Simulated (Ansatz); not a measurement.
**Effect of pressure 0.3 GPa on BN**

Take BN (space group P6_3/mmc, No. 194; a = 2.506 Å, c = 6.615 Å; layered, stacked along the Cartesian z axis) as the base.

Perturbation: cell and atoms relaxed at a pressure of 0.3 GPa.

Computed with plane-wave PAW DFT at the PBE-D3(BJ) level (Ansatz, an electronic-structure program, 420 eV), without spin-orbit coupling. Settings: 15×15×5 k-points, 0.05 eV Fermi–Dirac smearing.

* **Volume per atom**: 8.90 Å³ (base 9.00 Å³)
* **Density**: 2.31 g/cm³ (base 2.29 g/cm³)
* **c/a ratio**: 2.614 (base 2.639)
* **Shortest interatomic distance**: 1.447 Å (base 1.447 Å)
* **Enthalpy H = E + PV relative to the base's energy**: +0.02 eV/atom
* **Band gap**: 4.22 eV (base 4.24 eV)
* **Gap character**: indirect, k = (0.267, 1/3, 0) in the run's primitive reciprocal basis → M (base indirect, k = (0.267, 1/3, 0) in the run's primitive reciprocal basis → M)
* **Smallest direct gap**: 4.64 eV (base 4.64 eV)
* **Width of the top valence band**: 3.22 eV (base 3.22 eV)

Final structure:

```xyz
4
Lattice="2.5057 0.0000 0.0000 -1.2528 2.1700 0.0000 0.0000 0.0000 6.5500" Properties=species:S:1:pos:R:3 pbc="T T T"
B      1.2528     0.7233     4.9125
B      0.0000     1.4467     1.6375
N      0.0000     1.4467     4.9125
N      1.2528     0.7233     1.6375
```

Load acts through the strain it causes; cell and atoms are relaxed under it. Gaps are Kohn–Sham eigenvalue differences; semilocal functionals usually give less than the measured gap. Whether these cells are dynamically stable was not tested.
